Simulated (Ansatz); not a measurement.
Results of PBE-D3(BJ) in Ansatz (plane waves, PAW) for CsCl-type CoGa.

Run with plane-wave cutoff 520 eV, 20×20×20 k mesh, Fermi–Dirac smearing 0.05 eV, no spin polarisation, scalar-relativistic PAW data made under PBE.

Computed points:

```json
[
 {"V (Å³/atom)": "10.876", "E − E_lowest (meV/atom)": "28.29", "P (GPa)": "13.85"},
 {"V (Å³/atom)": "11.107", "E − E_lowest (meV/atom)": "12.07", "P (GPa)": "8.70"},
 {"V (Å³/atom)": "11.339", "E − E_lowest (meV/atom)": "2.90", "P (GPa)": "4.10"},
 {"V (Å³/atom)": "11.570", "E − E_lowest (meV/atom)": "0.00", "P (GPa)": "-0.01"},
 {"V (Å³/atom)": "11.802", "E − E_lowest (meV/atom)": "2.70", "P (GPa)": "-3.67"},
 {"V (Å³/atom)": "12.033", "E − E_lowest (meV/atom)": "10.41", "P (GPa)": "-6.93"},
 {"V (Å³/atom)": "12.264", "E − E_lowest (meV/atom)": "22.56", "P (GPa)": "-9.84"}
]
```

**Question.** Estimate the bulk modulus and its pressure derivative from these points.

**Answer.** V0 = 11.570 Å³/atom, B0 = 194 GPa, B′ = 4.7 (fit to the energies at full precision).

Computing time: around 60 core-seconds (rough).

Ansatz is an electronic-structure program.
